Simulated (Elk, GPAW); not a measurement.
An Elk input for a self-consistent single point of TaN (Fm-3m, 2 atoms in the cell) (DFT, PBE, all-electron FP-LAPW, Elk's shipped species files, default APW+lo basis):

```
tasks
  0

xctype
  20

rgkmax
  7.0

rmtscf
  0.85

stype
  0

swidth
  0.00734986

scale
  5.791518077

avec
    0.0000000000    0.7071067812    0.7071067812
    0.7071067812    0.0000000000    0.7071067812
    0.7071067812    0.7071067812    0.0000000000

atoms
  2   : nspecies
  'Ta.in'   : spfname
  1   : natoms; atposl, bfcmt below
  0.5000000000  0.5000000000  0.5000000000    0.0 0.0 0.0
  'N.in'   : spfname
  1   : natoms; atposl, bfcmt below
  0.0000000000  0.0000000000  0.0000000000    0.0 0.0 0.0

ngridk
  9 9 9
```

Give the GPAW input for the same structure, mesh, smearing and functional.

One input that does it (others would too):

```python
from ase import Atoms
from ase.units import GPa
from gpaw import GPAW, PW

atoms = Atoms(['Ta', 'N'],
              cell=[[0.000000, 2.167098, 2.167098],
                    [2.167098, 0.000000, 2.167098],
                    [2.167098, 2.167098, 0.000000]],
              scaled_positions=[[0.500000, 0.500000, 0.500000],
                                [0.000000, 0.000000, 0.000000]],
              pbc=True)

calc = GPAW(mode=PW(900),
            xc='PBE',
            kpts=(9, 9, 9),
            occupations={'name': 'methfessel-paxton', 'width': 0.2, 'order': 0},
            nbands=-6,
            convergence={'forces': 0.001},
            symmetry={'symmorphic': False, 'tolerance': 0.0005},
            maxiter=150,
            txt='-')

atoms.calc = calc

energy = atoms.get_potential_energy()
print('Energy (eV):', round(energy, 6))
forces = atoms.get_forces()
print('Forces (eV/Ang):')
print(forces.round(5))
stress = atoms.get_stress()
print('Stress (GPa, Voigt):', (stress / GPa).round(4))
```

Basis, cutoffs, solver keys and any potentials are the target program's own. This input uses DFT PBE, plane waves, GPAW PAW datasets PBE (gpaw-data 1.0.1).

The starting cell comes from a database of computed structures (which also holds hypothetical and non-ambient phases and stackings), without a prior relaxation at this level. For this run, on top of that: lattice scaled by 0.98.
